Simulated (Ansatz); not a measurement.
## HfO2: pressure series

Start from HfO₂ (space group Pca2_1, No. 29).

Space group Pca2₁ (No. 29); a = 5.2467 Å, b = 5.0304 Å, c = 5.0595 Å, α = 90.00°, β = 90.00°, γ = 90.00°

| atom | site | symmetry | x | y | z |
|---|---|---|---|---|---|
| Hf | 4a | 1 | 0.0325 | 0.2670 | 0.2486 |
| O | 4a | 1 | 0.3670 | 0.0700 | 0.1089 |
| O | 4a | 1 | 0.2679 | 0.5389 | 0.4985 |

Cell and atoms are relaxed at each pressure.

Calculations: r2SCAN (Ansatz, a first-principles code; PAW; 500 eV plane waves; scalar-relativistic without spin-orbit coupling).

Computed cases, in order: pressure −2 GPa; pressure −1 GPa; 0 GPa (base); pressure 1.8 GPa; pressure 4.2 GPa; pressure 18 GPa; pressure 30 GPa; pressure 45 GPa; pressure 60 GPa.

Q: Between which two neighbouring cases does the space group change?

A: Between pressure 30 GPa (Pca2_1 (No. 29)) and pressure 45 GPa (Pbcm (No. 57)). The whole series: pressure −2 GPa: Pca2_1 (No. 29); pressure −1 GPa: Pca2_1 (No. 29); 0 GPa (base): Pca2_1 (No. 29); pressure 1.8 GPa: Pca2_1 (No. 29); pressure 4.2 GPa: Pca2_1 (No. 29); pressure 18 GPa: Pca2_1 (No. 29); pressure 30 GPa: Pca2_1 (No. 29); pressure 45 GPa: Pbcm (No. 57); pressure 60 GPa: Pbcm (No. 57).

Load acts through the strain it causes; cell and atoms are relaxed under it. Stability against distortions was not tested. Competing high-pressure phases were not computed. Along this pressure series the structure jumps between pressure 30 GPa and pressure 45 GPa; cells beyond that are another form of it. This is not the structure that HfO2 has at room temperature and ambient pressure.
